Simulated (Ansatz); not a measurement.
# How far to go with the plane-wave cutoff: FeGe2 (I4, 6 atoms in the cell)

```
CELL_PARAMETERS angstrom
     -2.94476     2.94476     2.43915
      2.94476    -2.94476     2.43915
      2.94476     2.94476    -2.43915
ATOMIC_POSITIONS crystal
  Fe 0.76025 0.76025 0.00000
  Fe 0.25000 0.25000 0.00000
  Ge 0.15489 0.65489 0.80978
  Ge 0.84511 0.34511 0.19022
  Ge 0.65489 0.84511 0.50000
  Ge 0.34511 0.15489 0.50000
```
Moments meant for the start (each program seeds them in its own way; μB, in the order of the atoms Fe Fe Ge Ge Ge Ge): 4.0 4.0 0.0 0.0 0.0 0.0.

Method of the run: LDA (PW92), default PAW files made with PBE (plane waves; Ansatz, a first-principles code).

Base settings: basis.ecutwfc = 420 eV; kpoints.mp_grid.grid = 3 3 3; hamiltonian.xc = lda; hamiltonian.pseudopotentials = {kind: paw} (the program's default PAW files); magnetization.spin_polarized = true; scf.occupations.method = gaussian; scf.occupations.width = 0.1 eV.

The second cell is the first with its lattice scaled by 0.98.

The mesh stays at the base's, so the ladder's end is converged at best in this setting alone.

The first pressure column holds Ansatz's estimate of the finite-basis (Pulay) stress, which hides part of the cutoff error; the other is without it.

Only quantities that move along the ladder and can be compared are tabulated.

The magnetic state is not the same in all runs (site moments differ, or a search went on to a lower state), so steps between rows are not convergence errors alone.

The count of work is k-points × plane waves × bands × iterations; it is no time. 

The starting cell comes from a database of computed structures (which also holds hypothetical and non-ambient phases and stackings), without a prior relaxation at this level. Its lattice was rescaled by up to half a per cent. One atom was moved a little off its site on purpose. The moments shrank to a small part of their start, a low-spin state that need not be the lowest. In the base run, with a pressure of about -8 GPa the cell is away from its equilibrium volume at this level. Without a gap this mesh is coarse (it stands for a supercell whose shortest vector is 14 Å).

Steps (basis.ecutwfc): 145 eV; 170 eV; 190 eV; 210 eV; 230 eV; 250 eV; 295 eV; 335 eV; 380 eV; 420 eV; 460 eV; 505 eV; 565 eV; 630 eV; 735 eV; 840 eV; 1010 eV.

What is the coarsest basis.ecutwfc that holds the pressure within 1 GPa of the last step, with all finer ones?

335 eV, at 0.17 of the last step's count of work; the step before is off by 2.7 GPa.

What is the coarsest basis.ecutwfc that holds the pressure without the Pulay estimate within 0.2 GPa of the last step, with all finer ones?

420 eV, at 0.23 of the last step's count of work; the step before is off by 0.59 GPa.

What is the coarsest basis.ecutwfc that holds the energy of the compressed cell less the first within 1 meV/atom of the last step, with all finer ones?

380 eV, at 0.20 of the last step's count of work; the step before is off by 2.4 meV/atom.

```csv
basis.ecutwfc,free energy less the last step's (meV/atom),energy of the compressed cell less the first (meV/atom),pressure (GPa),pressure without the Pulay estimate (GPa),largest difference of a force vector from the last step's (eV/Å),count of work / last
145 eV,71864.92,2548.39,111.55,-2649.53,6.650,0.11
170 eV,30083.70,609.62,-17.53,-1309.98,2.353,0.10
190 eV,15295.65,277.12,-11.20,-756.01,0.771,0.069
210 eV,7924.10,-226.78,-6.34,-445.73,0.559,0.080
230 eV,3887.45,-117.72,-10.21,-249.91,0.417,0.092
250 eV,1848.61,-50.45,-6.63,-137.07,0.204,0.12
295 eV,301.70,-11.99,-5.23,-35.63,0.069,0.14
335 eV,45.63,-17.03,-7.50,-13.33,0.037,0.17
380 eV,5.64,-19.27,-7.88,-8.50,0.002,0.20
420 eV,2.21,-19.31,-7.90,-7.98,0.000,0.23
460 eV,1.50,-19.34,-7.91,-7.96,0.000,0.28
505 eV,0.96,-19.35,-7.91,-7.94,0.000,0.31
565 eV,0.71,-19.36,-7.91,-7.92,0.000,0.42
630 eV,0.55,-19.37,-7.91,-7.92,0.000,0.49
735 eV,0.23,-19.38,-7.91,-7.92,0.000,0.58
840 eV,0.10,-19.38,-7.91,-7.92,0.000,0.71
1010 eV,0.00,-19.39,-7.91,-7.92,0.000,1.0
```

The energy difference between the two cells stays within 1 meV/atom of the last step's from 380 eV on, the total only from 505 eV on: much of the error is common to both cells and cancels.

At the lowest cutoff the pressure without the Pulay estimate lies 2640 GPa under the last step's, the usual sign of Pulay stress in an incomplete plane-wave basis.

Keys are those of Ansatz 0.2.
